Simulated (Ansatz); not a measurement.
**Effect of isotropic strain +5.33 % on Zr**

Consider Zr in the hcp (Mg type) structure (space group P6_3/mmc, No. 194; a = 3.246 Å, c = 5.151 Å).

Now apply this change: every lattice vector is stretched by 5.33 %, atoms relaxed at fixed cell.

Level of theory: Ansatz (a first-principles code), r2SCAN, PAW, cutoff 500 eV, without spin-orbit coupling. k-mesh 16×16×9 (Γ-centred); smearing 0.05 eV (Fermi–Dirac).

```tsv
quantity	base	changed	shift
volume per atom	23.50 Å³	27.46 Å³	+3.96 Å³
shortest interatomic distance	3.185 Å	3.355 Å	+0.170 Å
energy relative to the base (free energy F)	0 meV/atom	+159 meV/atom	+159 meV/atom
pressure (mean of the normal stresses, compression positive)	0.0 GPa	-11.5 GPa	-11.5 GPa
band gap	zero	zero	–
```

Final structure:

```
Zr
1.0
    3.41903     0.00000     0.00000
   -1.70952     2.96097     0.00000
    0.00000     0.00000     5.42524
Zr
2
Direct
  0.33333   0.66667   0.75000
  0.66667   0.33333   0.25000
```

Whether these cells are dynamically stable was not tested. All final runs are without spin polarisation.
